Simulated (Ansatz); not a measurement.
Base system: LiNbO3 (space group R3c, No. 161).

```
LiNbO3
1.0
    2.59493     1.49819     4.67214
   -2.59493     1.49819     4.67214
    0.00000    -2.99637     4.67214
Li Nb O
2 2 6
Cartesian
  0.00000   0.00000   9.84844
  0.00000   0.00000   2.84024
  0.00000   0.00000  13.78955
  0.00000   0.00000   6.78134
 -0.64255   1.45889   8.23818
  1.58471  -0.17298   8.23818
 -0.94216  -1.28591   8.23818
  1.01022   1.32520   5.90212
  0.64255  -1.53748   5.90212
 -1.65277   0.21228   5.90212
```

Cartesian axes are those of the cell as printed.

(Cell as relaxed with PBE.)

Levels (all Ansatz, a program for electronic structure, PAW, earlier PAW set): PBE (420 eV, no spin-orbit coupling); r2SCAN (500 eV, no spin-orbit coupling).

Each level relaxes its own structure.

```tsv
base	PBE	r2SCAN
volume per atom	10.90 Å³	10.58 Å³
lattice parameter a	5.190 Å	5.137 Å
```

It is then changed as follows: tensile biaxial strain of 3.71 % in the plane normal to [001], as in epitaxy on a mismatched substrate; the out-of-plane cell vector and the atoms relax.

```json
[
 {"quantity": "energy relative to the base (free energy F)", "PBE": "+17 meV/atom", "r2SCAN": "…"},
 {"quantity": "ratio −ε⊥/ε∥", "PBE": "0.45", "r2SCAN": "…"},
 {"quantity": "shortest interatomic distance", "PBE": "1.889 Å", "r2SCAN": "…"},
 {"quantity": "mean in-plane stress (compression positive)", "PBE": "-6.3 GPa", "r2SCAN": "…"}
]
```

**Question.** Given the PBE results, estimate those of r2SCAN.

**Answer.** 
- energy relative to the base (free energy F), r2SCAN: +19 meV/atom
- ratio −ε⊥/ε∥, r2SCAN: 0.49
- shortest interatomic distance, r2SCAN: 1.884 Å
- mean in-plane stress (compression positive), r2SCAN: -7.1 GPa

PBE's energy relative to the base lies 1.5 meV/atom below r2SCAN's; PBE's ratio −ε⊥/ε∥ lies 0.04 below r2SCAN's; PBE's shortest interatomic distance lies 0.005 Å above r2SCAN's (0.3 %); PBE's in-plane stress lies 0.8 GPa above r2SCAN's. Neither level is exact; r2SCAN is the comparison here, not a measurement.

Stability against distortions was not tested.
